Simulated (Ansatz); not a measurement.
This Ansatz (an electronic-structure program) input is the reference run, YN in the rock salt structure (space group Fm-3m, No. 225), computed with PBEsol (Ansatz), spin-orbit coupling left out:

Ansatz 0.2 input:
```yaml
crystal:
  lattice:
    - [0, 2.4280818919, 2.4280818919]
    - [2.4280818919, 0, 2.4280818919]
    - [2.4280818919, 2.4280818919, 0]
  atoms:
    - { symbol: N, position: [0, 0, 0] }
    - { symbol: Y, position: [0.5, 0.5, 0.5] }
basis: { ecutwfc: 420, ecutrho_ratio: 4, xc_grid: 2, fft_grid_basis: typed }
kpoints: { mp_grid: { grid: [12, 12, 12] } }
hamiltonian:
  xc: pbesol
  dispersion: none
  pseudopotentials: { kind: paw }
scf: { occupations: { method: fermi_dirac, width: 0.05 }, convergence: { dr2_threshold: 0.0000000002 } }
output: { forces: true, stress: true }
checkpoint: { write: state.ck, write_every: 1000 }
```

Write the input for this change: uniaxial stress, 8 GPa tension along z; all other stress components relax to zero.


Ansatz 0.2 input:
```yaml
crystal:
  lattice:
    - [0, 2.4280818919, 2.4280818919]
    - [2.4280818919, 0, 2.4280818919]
    - [2.4280818919, 2.4280818919, 0]
  atoms:
    - { symbol: N, position: [0, 0, 0] }
    - { symbol: Y, position: [0.5, 0.5, 0.5] }
basis: { ecutwfc: 420, ecutrho_ratio: 4, xc_grid: 2, fft_grid_basis: typed }
kpoints: { mp_grid: { grid: [12, 12, 12] } }
hamiltonian:
  xc: pbesol
  dispersion: none
  pseudopotentials: { kind: paw }
scf: { occupations: { method: fermi_dirac, width: 0.05 } }
relax: { f_tol: 0.005, max_steps: 50, cell: { stress_tol: 0.01, sigma_target: [0, 0, -8, 0, 0, 0] } }
output: { forces: true, stress: true }
checkpoint: { write: state.ck, write_every: 1000 }
```
This is the input that was run.

Load acts through the strain it causes; cell and atoms are relaxed under it. sigma_target is in GPa, compression positive, in the order xx, yy, zz, yz, xz, xy. Stability under load was not tested beyond the relaxation. The final runs are not spin-polarised. Gaps under 0.05 eV, about the width of the smearing, are given as zero.
